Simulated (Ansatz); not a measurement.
**Effect of biaxial strain +1.50 %, plane normal [001], relaxed out of plane on Sn**

The parent structure is Sn in the diamond structure (space group Fd-3m, No. 227; a = 6.6562 Å; relaxed with 0.1 eV smearing). Axes: x, y, z lie along the cube axes.

One thing is altered: biaxial strain +1.50 %, plane normal [001], relaxed out of plane (Cartesian); in-plane vectors clamped, the third vector and the atoms free.

Level of theory: Kohn–Sham DFT with the PBE functional, run in Ansatz (an electronic-structure program) with PAW and 420 eV plane waves, no spin-orbit coupling. Γ-centred 15×15×15 mesh, Fermi–Dirac width 0.1 eV.

The volume per atom increases by 0.565 Å³ to 37.43 Å³ and the energy goes up by 2.8 meV/atom. The pressure (mean of the normal stresses, compression positive) goes from zero to -0.5 GPa and the band gap remains zero. The out-of-plane strain is -1.45 % and the ratio −ε⊥/ε∥ is 0.96.

Final structure (turned so that z lies along the plane normal):

```
CELL_PARAMETERS angstrom
      4.77722     0.00000     0.00000
      0.00000     4.77722     0.00000
      2.38861    -2.38861     3.27992
ATOMIC_POSITIONS crystal
  Sn 0.00000 0.00000 0.00000
  Sn 0.75000 0.75000 0.50000
```

Stability against distortions was not tested.
